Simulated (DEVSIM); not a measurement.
Device: abrupt In0.53Ga0.47As n-p junction, at 300 K.

```tsv
layer (left to right)	material	thickness (μm)	Nd (cm⁻³)	Na (cm⁻³)	τn (s)	τp (s)
1	In0.53Ga0.47As	0.290	2e15	-	7.8e-10	7.8e-10
2	In0.53Ga0.47As	190	-	1.8e17	7.8e-10	7.8e-10
```

Left contact: ohmic. Right contact: ohmic. Voltage is applied to the left contact. Recombination: SRH at mid-gap, radiative, Auger. Mobility is μmin + (μ − μmin)/(1 + (N/Nref)^α).

This is a model device: material constants are rounded textbook-type values typed into the input, and sizes, dopings and lifetimes were drawn at random. Values at 300 K; Nc and Nv go as T^1.5, mobilities as T to minus their exponent, the gap by Varshni's rule with the affinity fixed.

```
parameter         In0.53Ga0.47As
----------------  --------------
gap (eV)                    0.74
affinity (eV)               4.51
permittivity                13.9
Nc (cm⁻³)                 2.1e17
Nv (cm⁻³)                 7.7e18
μn (cm²/Vs)                12000
μp (cm²/Vs)                  300
μn,min                       300
μp,min                        10
Nref,n                    1.3e17
Nref,p                    4.9e17
αn                          0.48
αp                           0.4
T exponent of μn             1.6
T exponent of μp             1.6
B (cm³/s)                9.6e-11
Cn (cm⁶/s)                 5e-29
Cp (cm⁶/s)                 5e-29
Varshni α (eV/K)         0.00035
Varshni β (K)                190
```

Simulated with DEVSIM: 1D drift-diffusion, Boltzmann statistics, complete ionisation; no tunnelling, impact ionisation, image-force lowering or self-heating.

Base results: largest field in the device at zero bias (V/cm) 27000; potential step across the device at zero bias (V) 0.523.

Problem. What follows from this one change: doping Na of layer 2 1.8e+17 → 5.4e+16 cm^-3?

Solution. largest field in the device at zero bias 27000 → 20000 V/cm; potential step across the device at zero bias 0.523 → 0.491 V.

Problem. What follows from this one change: temperature 300 → 400 K?

Solution. largest field in the device at zero bias little changed (27000 V/cm); potential step across the device at zero bias 0.523 → 0.390 V.
